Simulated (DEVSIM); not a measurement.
System: Ti/Al2O3/p-In0.53Ga0.47As capacitor, at 300 K.

Layer 1 from the left is Al2O3, thickness (nm) 7.10. Layer 2 from the left is In0.53Ga0.47As, thickness (nm) 3500, Na (cm⁻³) 2.6e16.

Metal gate on the left, work function 4.33 eV. Fixed charge at the semiconductor interface 0 cm⁻² (in units of +e); no interface traps.

The device is made up for the run: typed textbook-type constants, with dimensions and the other settings drawn at random. Values at 300 K.

Al2O3: gap (eV) 6.8, affinity (eV) 1.35, permittivity 9. In0.53Ga0.47As: gap (eV) 0.74, affinity (eV) 4.51, permittivity 13.9, Nc (cm⁻³) 2.1e17, Nv (cm⁻³) 7.7e18.

Question: Estimate by hand the flat-band voltage, the threshold voltage, and compare with a numerical solution.

Answer: 
- Flat-band voltage: C = 1.12 μF/cm², work-function difference -0.773 V; VFB = φms − qNf/C = -0.77 V; numerical -0.77 V.
- Threshold voltage: φF = 0.269 V, depletion charge √(4εqNφF) = 7.43e-8 C/cm²; VT = VFB + 2φF + Qd/C = -0.17 V; numerical -0.17 V.

Model (solved in DEVSIM): 1D Poisson equation in equilibrium, Boltzmann statistics, complete ionisation; no quantum confinement or tunnelling. Metal contacts follow the ideal Schottky-Mott rule: no Fermi-level pinning, no interface dipoles.
